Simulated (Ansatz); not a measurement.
Take Na in the bcc (W type) structure (space group Im-3m, No. 229; a = 4.171 Å) as the base. Axes: x, y, z lie along the cube axes.

Structures relaxed with plane-wave PAW DFT at the PBEsol level (Ansatz, a program for electronic structure, 420 eV), without spin-orbit coupling.

Base:

Simulated powder pattern, Cu Kα1, λ = 1.54056 Å (kinematic, ideal powder, no thermal factors, no anomalous dispersion; the 8 strongest lines at most, above 2 %, up to 2θ = 90°):

```csv
2θ (°),I/Imax (%),hkl
30.28,100,(110)
43.35,18,(200)
53.79,35,(211)
62.98,10,(220)
71.47,13,(310)
79.55,3.0,(222)
87.42,14,(321)
```

Now apply this change: strain tensor (xx, yy, zz, yz, xz, xy) = (−0.70, +2.14, −1.31, −0.28, +1.57, −0.62) %, atoms relaxed at fixed cell.

### Question
Predict the new powder pattern.

### Answer

Simulated powder pattern, Cu Kα1, λ = 1.54056 Å (kinematic, ideal powder, no thermal factors, no anomalous dispersion; the 8 strongest lines at most, above 2 %, up to 2θ = 90°):

```csv
2θ (°),I/Imax (%),hkl
29.89,52,(1 -1 0)
30.09,51,(0 1 -1)
30.11,51,(101)
30.26,100,(011)
31.10,46,(1 0 -1)
42.40,19,(020)
43.69,17,(200)
54.82,25,(-1 1 2)
```

The indices refer to the base's conventional cell; one index is shown for lines that coincide. The space group is now P-1 (No. 2).

Whether these cells are dynamically stable was not tested.
